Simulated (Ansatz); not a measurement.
Cu on the Ga site in wurtzite GaN: one set of geometries, relaxed with PBE, evaluated in Ansatz (PAW, plane waves to 420 eV, 500 eV under r2SCAN) with PBE, r2SCAN.

Set-up: 96-site cell; 2×2×2 shifted k-points; start: the Ga site; charged states image-corrected; no Hubbard U; not converged in cell size; flagged in the runs: a host whose relaxation on this sampling wasn't shown to rest.

```
quantity                                                      PBE  r2SCAN
-----------------------------------------------------------  ----  ------
host gap (eV)                                                1.71    2.12
ε(0/−1) above the VBM (eV)                                   0.80    0.91
neutral formation energy against fcc Cu, alpha gallium (eV)  4.12    4.32
largest moment on one atom at charge 0 (μB)                  0.65    0.73
largest moment on one atom at charge −1 (μB)                 0.47    0.56
```

PBE narrows the gap by 0.41 eV against r2SCAN, the highest level run, and puts the levels 0.11 eV lower above the valence-band maximum on average.

Ansatz is an electronic-structure program.
